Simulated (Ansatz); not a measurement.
The starting structures come from a database of crystals and need not be the phases stable at ambient conditions.

 Where the default PAW files enter, the runs use the earlier of Ansatz's two default sets.

The decay constant κ of evanescent states in the gap governs leakage through a thin film.

Here is the system:

```
CELL_PARAMETERS angstrom
      4.48316     0.00000     0.00000
      0.00000     9.65335     0.00000
      0.00000     0.00000     4.48316
ATOMIC_POSITIONS crystal
  Ba 0.50000 0.15492 0.00000
  Ba 0.00000 0.84508 0.50000
  Cd 0.50000 0.50000 0.50000
  Cd 0.00000 0.50000 0.00000
  As 0.50000 0.67806 0.00000
  As 0.00000 0.32194 0.50000
  F  0.50000 0.00000 0.50000
  F  0.00000 0.00000 0.00000
```

Space group of this cell: P4/nmm. The cell is taken as given; by r2SCAN its mean pressure is -2.1 GPa.

Transport runs along the normal of the first two printed cell vectors, the (100) plane of the conventional cell.

No gap correction and no spin-orbit coupling; mid-gap values are interpolated between computed energies.

Q: Compute, with r2SCAN run with Ansatz (a first-principles code), the band gap and the smallest decay constant κ at mid-gap.

A: Gap 1.28 eV on a 8×4×8 mesh; κ = 0.126 1/Å, at the zone centre.
